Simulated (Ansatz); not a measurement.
Ansatz (a first-principles code) run on LaAu (Cmcm, 4 atoms in the cell): self-consistent single point.

Method of the run: PBEsol, PAW files made with PBE (plane waves; Ansatz).

```xyz
4
Lattice="1.9726 -5.7115 0.0000 1.9726 5.7115 0.0000 0.0000 0.0000 4.7358" Properties=species:S:1:pos:R:3 pbc="T T T"
La     1.9726    -4.1692     3.5519
La     1.9726     4.1692     1.1840
Au     1.9726    -0.9938     3.5519
Au     1.9726     0.9938     1.1840
```

Reference input (self-consistent single point, DFT, PBEsol, plane waves, PAW files made with PBE): kpoints.mp_grid.grid = 6 6 5; hamiltonian.xc = pbesol; hamiltonian.pseudopotentials = {kind: paw} (an earlier, softer set of the program's PAW files); scf.occupations.method = fermi_dirac; scf.occupations.width = 0.0073 Ry. This run's input differs from it in these lines:

Ansatz 0.2 input:
```diff
@@ -13,3 +13,3 @@
   mp_grid:
-    grid: [6, 6, 5]
+    grid: [7, 7, 6]
 hamiltonian:
```

The program printed (abridged):

```
SCF iter   1: F=—  HF=-38372.490768 eV  |F-HF|=—  |Δ(HF+E_count)|=         —  Δρ=5.35e-1  dr2=6.29e2  ethr=3.10e-3  ⟨swp⟩=5.5  Hψ=28602  notcnv=0  defer=42
all-band conjugate gradients solve this SCF's bands
automatic band count: the SCF goes on with 42 bands, as 36 were too few: the levels above may hold too much charge
automatic band count: the SCF goes on with 54 bands, as 42 were too few: the levels above may hold too much charge
preconditioner: auto → Kerker (q_TF=auto, 2.479 Å⁻¹)
   [... lines left out ...]
SCF iter  11: F=—  HF=-38343.818604 eV  |F-HF|=—  |Δ(HF+E_count)|=   3.84e-4  Δρ=1.56e-4  dr2=1.84e-5  ethr=1.75e-6  ⟨swp⟩=2.6  Hψ=4717  notcnv=0  defer=89
SCF iter  12: F=—  HF=-38343.818581 eV  |F-HF|=—  |Δ(HF+E_count)|=   2.28e-5  Δρ=4.85e-5  dr2=3.21e-6  ethr=3.07e-8  ⟨swp⟩=2.0  Hψ=4864  notcnv=0  defer=89
SCF iter  13: F=—  HF=-38343.818580 eV  |F-HF|=—  |Δ(HF+E_count)|=   1.03e-6  Δρ=6.85e-6  dr2=1.22e-7  ethr=5.35e-9  ⟨swp⟩=2.0  Hψ=4763  notcnv=0  defer=89
SCF iter  14: F=-38343.818580 eV  HF=-38343.818580 eV  |F-HF|=2.32e-9  |Δ(HF+E_count)|=   1.25e-8  Δρ=1.56e-6  dr2=3.76e-9  ethr=1.67e-10  ⟨swp⟩=11.8  Hψ=14558  notcnv=0
SCF 1 converged in 14 iterations: F = -38343.818580 eV  dr2 = 3.76e-9
Free energy (F): -38343.818580 eV
Internal energy: -38343.716924 eV  (E = F + TS)
E sigma→0 (E₀):  -38343.767752 eV
Entropy (-TS):   -0.101656 eV (-25.414 meV/atom)
Fermi energy:    14.310607 eV
--- Forces (eV/Å), atoms counted from 1 ---
  atom   1  La     0.00000000     0.09029732     0.00000000
  atom   2  La     0.00000000    -0.09029732     0.00000000
  atom   3  Au     0.00000000     0.06177187     0.00000000
  atom   4  Au     0.00000000    -0.06177187     0.00000000
--- Stress (GPa, compression-positive) ---
        0.062052      -0.000000       0.000000
       -0.000000      -0.289999       0.000000
        0.000000       0.000000       0.097776
  P = ⅓ Tr σ = -0.0434 GPa (-0.434 kbar)
  The stress holds the Pulay correction. Without it, at fixed plane waves, as pw.x and ABINIT print it: P = -0.0627 GPa
```

The run converged in 14 iterations. Against the reference run the free energy rises by 2.8 meV/atom, the pressure stays at -0.04 GPa and the largest force goes from 0.076 to 0.090 eV/Å.

The starting cell comes from a database of computed structures (which also holds hypothetical and non-ambient phases and stackings), without a prior relaxation at this level. Its lattice was rescaled by a random factor within 2.5 % of one. Ansatz's pressure includes its estimate of the finite-basis (Pulay) stress.

Cost on one core of a shared machine: roughly 40 s.
